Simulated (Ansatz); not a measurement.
Consider SnTe in the rock salt structure (space group Fm-3m, No. 225).

```
CELL_PARAMETERS angstrom
      0.00000     3.18483     3.18483
      3.18483     0.00000     3.18483
      3.18483     3.18483     0.00000
ATOMIC_POSITIONS crystal
  Te 0.00000 0.00000 0.00000
  Sn 0.50000 0.50000 0.50000
```

Cartesian axes are those of the cell as printed.

Computed with Kohn–Sham DFT with the r2SCAN functional, run in Ansatz (a program for electronic structure) with PAW and 500 eV plane waves, no spin-orbit coupling.

Before the change:

```
Quantity            Value
---------------  --------
Volume per atom  32.30 Å³
Band gap          0.13 eV
```

One thing is altered: tensile biaxial strain of 3.11 % in the plane normal to [001], as in epitaxy on a mismatched substrate; the out-of-plane cell vector and the atoms relax.

**Question.** Predict the new volume per atom and band gap.

**Answer.** The volume per atom grows by 1.982 Å³ (32.30 Å³ → 34.29 Å³); the band gap goes up by 0.11 eV (0.13 eV → 0.24 eV).

With Te present, leaving out spin-orbit coupling can change the band edges. Stability against distortions was not tested. The zero or small gap of SnTe can change with the level of theory.
